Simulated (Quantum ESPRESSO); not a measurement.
Input and output of a self-consistent single point for FeAl (P1, 2 atoms in the cell) (Quantum ESPRESSO).

Computed with LDA (PZ), PSlibrary ultrasoft (LDA) pseudopotentials (plane waves; Quantum ESPRESSO).

```yaml
crystal:
  lattice:
    - [2.91000, 0.00000, 0.00000]
    - [0.00000, 2.91000, 0.00000]
    - [0.00000, 0.00000, 2.91000]
  atoms:
    - { symbol: Al, position: [0.49229, 0.50068, 0.50528] }
    - { symbol: Fe, position: [0.00771, 0.99932, 0.99472] }
```

Reference input (self-consistent single point, DFT, PBE, plane waves, PSlibrary ultrasoft (PBE) pseudopotentials): ecutwfc = 55 Ry; ecutrho = 330 Ry; occupations = smearing; smearing = gauss; degauss = 0.0099958 Ry; potentials = {Al: Al.pbe-n-rrkjus_psl.1.0.0.UPF, Fe: Fe.pbe-n-rrkjus_psl.1.0.0.UPF}; K_POINTS = automatic 10 10 10 0 0 0; conv_thr = 1e-11 Ry; mixing_beta = 0.3. This run's input differs from it in these lines:

```diff
@@ -23,4 +23,4 @@
 ATOMIC_SPECIES
-Al    26.9815  Al.pbe-n-rrkjus_psl.1.0.0.UPF
-Fe    55.8450  Fe.pbe-n-rrkjus_psl.1.0.0.UPF
+Al    26.9815  Al.pz-n-rrkjus_psl.1.0.0.UPF
+Fe    55.8450  Fe.pz-n-rrkjus_psl.1.0.0.UPF
 CELL_PARAMETERS {bohr}
```

The program printed (abridged):

```
     Self-consistent Calculation

     iteration #  1     ecut=    55.00 Ry     beta= 0.30

     Threshold (ethr) on eigenvalues was too large:
     Diagonalizing with lowered threshold

     total energy              =     -66.06916009 Ry
     estimated scf accuracy    <       0.05748082 Ry

     iteration #  2     ecut=    55.00 Ry     beta= 0.30

     total energy              =     -66.07378829 Ry
     estimated scf accuracy    <       0.04331917 Ry

     iteration #  3     ecut=    55.00 Ry     beta= 0.30

     total energy              =     -66.07557687 Ry
     estimated scf accuracy    <       0.00698765 Ry

   [... 8 blocks of this kind left out ...]

     iteration # 12     ecut=    55.00 Ry     beta= 0.30

     total energy              =     -66.07647987 Ry
     estimated scf accuracy    <          6.6E-11 Ry

     iteration # 13     ecut=    55.00 Ry     beta= 0.30
     End of self-consistent calculation

     Number of k-points >= 100: set verbosity='high' to print the bands.

     the Fermi energy is    10.5476 ev

!    total energy              =     -66.07647987 Ry
     estimated scf accuracy    <          4.5E-12 Ry
     smearing contrib. (-TS)   =      -0.00202315 Ry
     internal energy E=F+TS    =     -66.07445672 Ry

     convergence has been achieved in  13 iterations

     Forces acting on atoms (cartesian axes, Ry/au):

     atom    1 type  1   force =     0.01109736   -0.00098651   -0.00762004
     atom    2 type  2   force =    -0.01109736    0.00098651    0.00762004

     Total force =     0.019089     Total SCF correction =     0.000000

          total   stress  (Ry/bohr**3)                   (kbar)     P=     -170.08
  -0.00115983  -0.00000164  -0.00001266         -170.62       -0.24       -1.86
  -0.00000164  -0.00115265   0.00000112           -0.24     -169.56        0.17
  -0.00001266   0.00000112  -0.00115600           -1.86        0.17     -170.05

   JOB DONE.
```

The run converged in 13 iterations. Against the reference run the pressure goes from -6.79 to -17.01 GPa and the largest force goes from 0.388 to 0.347 eV/Å. The full log also holds: “c_bands:  2 eigenvalues not converged”.

The starting cell has typed, rounded lattice constants, without a prior relaxation at this level. Its atoms were displaced at random from the sites of space group no. 221. Spin polarisation is off. With a pressure of about -17 GPa the cell is away from its equilibrium volume at this level.

Cost on one core of a shared machine: roughly 2 min.
